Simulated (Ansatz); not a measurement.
An Ansatz (a first-principles code) run: a single point on Pd, its geometry relaxed with PBE; DFT with r2SCAN, PAW potentials and a 500 eV plane-wave cutoff in Ansatz, spin-orbit coupling left out.

Input:

Ansatz 0.2 input:
```yaml
crystal:
  lattice:
    - [0, 1.9713799, 1.9713799]
    - [1.9713799, 0, 1.9713799]
    - [1.9713799, 1.9713799, 0]
  atoms:
    - { symbol: Pd, position: [0, 0, 0] }
basis: { ecutwfc: 500, ecutrho_ratio: 4, xc_grid: 4, fft_grid_basis: typed }
kpoints: { mp_grid: { grid: [20, 20, 20] } }
hamiltonian:
  xc: r2scan
  dispersion: none
  pseudopotentials: { kind: paw }
scf: { occupations: { method: fermi_dirac, width: 0.05 }, convergence: { dr2_threshold: 0.0000000001 } }
output: { forces: true, stress: true }
checkpoint: { write: state.ck, write_every: 1000 }
```

Output (explanatory and most iteration lines left out):

```
Pseudopotential: Pd, paw, valence charge 18
Crystal: 1 atoms, lattice volume = 15.323 Å³
Basis set: ecut = 500 eV, 387 PW (Γ), exchange–correlation on 96×96×96 points (64 copies of the dense FFT grid, shifted against one another)
Bands: 13, of which v1, the nominal top of the filled ones, is band 9 counted from 1 (8 counted from 0)
Symmetry: 48 space group operations
Space group: Fm-3m (ITA 225), of the structure as read, at distance tolerance 2.5e-5 Å
k-points: 256 of 8000
Functional: x = r2scan, c = r2scan; τ floored in thin density (d = 2e-4 eV/Å³)
SCF iter   1: F=—  HF=-6985.729406 eV  |F-HF|=—  |Δ(HF+E_count)|=         —  Δρ=2.08e-2  dr2=4.99e-2  dr2_τ=9.23e-3  ethr=1.77e-3  ⟨swp⟩=5.8  Hψ=19688  notcnv=0
SCF iter   2: F=—  HF=-6985.736684 eV  |F-HF|=—  |Δ(HF+E_count)|=   7.28e-3  Δρ=9.07e-3  dr2=3.98e-3  dr2_τ=1.14e-3  ethr=2.77e-4  ⟨swp⟩=2.0  Hψ=6327  notcnv=0
SCF 1 converged in 9 iterations: F = -6985.738104 eV  dr2 = 8.66e-11
SCF converged after 9 iterations
Free energy (F): -6985.738104 eV
Internal energy: -6985.717814 eV  (E = F + TS)
E sigma→0 (E₀):  -6985.727959 eV
Entropy (-TS):   -0.020290 eV (-20.290 meV/atom)
Fermi energy:    18.598888 eV
--- Forces (eV/Å), atoms counted from 1 ---
  atom   1  Pd     0.00000000     0.00000000     0.00000000
--- Stress (GPa, compression-positive) ---
       -4.491311       0.000000       0.000000
        0.000000      -4.491311      -0.000000
       -0.000000      -0.000000      -4.491311
  P = ⅓ Tr σ = -4.4913 GPa (-44.913 kbar)
```

Single points use the geometry relaxed with PBE. Whether these cells are dynamically stable was not tested. All final runs are without spin polarisation. The cell is Pd in the fcc (Cu type) structure (space group Fm-3m, No. 225). Pd has a high density of states at the Fermi level and may be magnetic at this level.
